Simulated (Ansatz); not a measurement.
Response to strain in hypothetical rock salt CrGe

Base system: CrGe in the rock salt structure (space group Fm-3m, No. 225; a = 4.936 Å; ferromagnetic; a hypothetical phase, not in the database extracts checked; relaxed with 0.1 eV smearing). Axes: x, y, z lie along the cube axes.

Strains are applied to the cell and any free atomic positions relax; under biaxial strain the out-of-plane vector relaxes too; under stress the whole cell relaxes.

The values are results of PBEsol, PAW, 420 eV (Ansatz, a program for electronic structure; no spin-orbit coupling), not measurements.

Notes on the quantities. energy relative to the base: free energy F.

| variant | volume per atom | energy relative to the base | space group | largest site moment |
|---|---|---|---|---|
| base | 15.03 Å³ | 0 meV/atom | Fm-3m (No. 225) | 2.06 μB |
| biaxial strain −4.10 %, plane normal [110], relaxed out of plane | 14.61 Å³ | +18 meV/atom | Immm (No. 71) | 1.97 μB |
| biaxial strain +4.10 %, plane normal [111], relaxed out of plane | 14.05 Å³ | -36 meV/atom | R-3m (No. 166) | 1.87 μB |
| uniaxial strain ε_zz = −2.57 % | 14.64 Å³ | +8.7 meV/atom | I4/mmm (No. 139) | 1.99 μB |
| uniaxial stress, 5 GPa tension along z | 15.27 Å³ | +6.7 meV/atom | I4/mmm (No. 139) | 2.07 μB |

The magnetic state is the one reached from the starting moments; the real material's order can differ, and small cells can't hold many antiferromagnetic ones. Beyond what the load breaks, stability against distortions was not tested. Under biaxial strain +4.10 %, plane normal [111], relaxed out of plane the cell ends below the base's energy or with stress of the wrong sign: the atoms slid into a distortion or the cell is elastically unstable, so the base is not a stable minimum at this level.
